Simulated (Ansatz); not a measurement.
**A computed series for Ge: pressure series**

The parent structure is Ge in the diamond structure (space group Fd-3m, No. 227; a = 5.762 Å).

Cell and atoms are relaxed at each pressure.

Computed with DFT with PBE, PAW potentials and a 420 eV plane-wave cutoff in Ansatz (a quantum-chemistry and plane-wave program), no spin-orbit coupling.

Notes on the quantities. enthalpy: H = E + PV relative to the base's energy.

```json
[
 {"change": "base", "enthalpy": "–", "lattice parameter a": "5.762 Å"},
 {"change": "pressure −2 GPa", "enthalpy": "-0.30 eV/atom", "lattice parameter a": "5.833 Å"},
 {"change": "pressure −1 GPa", "enthalpy": "-0.15 eV/atom", "lattice parameter a": "?"},
 {"change": "pressure 0.9 GPa", "enthalpy": "+0.13 eV/atom", "lattice parameter a": "?"},
 {"change": "pressure 2.1 GPa", "enthalpy": "+0.31 eV/atom", "lattice parameter a": "5.698 Å"},
 {"change": "pressure 4.5 GPa", "enthalpy": "+0.65 eV/atom", "lattice parameter a": "5.637 Å"},
 {"change": "pressure 9 GPa", "enthalpy": "+1.26 eV/atom", "lattice parameter a": "5.544 Å"},
 {"change": "pressure 15 GPa", "enthalpy": "+2.04 eV/atom", "lattice parameter a": "?"},
 {"change": "pressure 22.5 GPa", "enthalpy": "+2.96 eV/atom", "lattice parameter a": "5.348 Å"},
 {"change": "pressure 30 GPa", "enthalpy": "+3.83 eV/atom", "lattice parameter a": "5.268 Å"}
]
```

Q: Some entries are withheld; estimate them.

A: 
- pressure −1 GPa, lattice parameter a: 5.795 Å
- pressure 0.9 GPa, lattice parameter a: 5.733 Å
- pressure 15 GPa, lattice parameter a: 5.445 Å

Load acts through the strain it causes; cell and atoms are relaxed under it. Whether these cells are dynamically stable was not tested. Measured, Ge leaves this structure (for the β-tin structure) near 10.6 GPa (room temperature; as listed in arXiv:1906.07825).
